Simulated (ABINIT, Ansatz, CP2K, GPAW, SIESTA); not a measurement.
# One structure in several programs: PbS (Fm-3m, 2 atoms in the cell)

Band-structure calculation.

```
CELL_PARAMETERS angstrom
      0.00000     2.93080     2.93080
      2.93080     0.00000     2.93080
      2.93080     2.93080     0.00000
ATOMIC_POSITIONS crystal
  Pb 0.00000 0.00000 0.00000
  S  0.50000 0.50000 0.50000
```

Shared settings, as Ansatz (a quantum-chemistry and plane-wave program) writes them: kpoints.mp_grid.grid = 5 5 5; scf.occupations.method = fermi_dirac; scf.occupations.width = 0.01 eV. Potentials and cutoffs stand in the table.

```tsv
code	model	gap along the path (eV)	smallest direct gap (eV)	cutoff
GPAW	PBE, GPAW PAW datasets PBE (gpaw-data 1.0.1)	0.17	0.17	600 eV
ABINIT	PBE, norm-conserving pseudopotentials (PseudoDojo nc-sr-05 PBE standard)	0.23	0.23	31 Ha
SIESTA	GGA PBE, numerical atomic orbitals TZP, PseudoDojo PBE standard norm-conserving potentials (rewritten from UPF to PSML)	0.34	0.34	grid 300 Ry
Ansatz	PBE, default PAW files	0.22	0.22	default
CP2K	PBE, GPW, DZVP-MOLOPT-PBE-GTH basis, GTH-PBE potentials (POTENTIAL_UZH)	0.10	0.10	grid 400 Ry
```

On Ansatz's run: spin-orbit coupling is off.

The spread over the programs that give each value: gap along the path within 0.24 eV; smallest direct gap within 0.24 eV.

SIESTA and CP2K use small atom-centred bases, whose incompleteness enters pressures, forces and empty levels differently from a plane-wave cutoff.

The starting cell has typed, rounded lattice constants, without a prior relaxation at this level. Its lattice was rescaled by a random factor within 2.5 % of one.

Left out of this page: Quantum ESPRESSO, Elk and FLEUR (not drawn, or without a comparable value).

Keys are those of Ansatz 0.2.
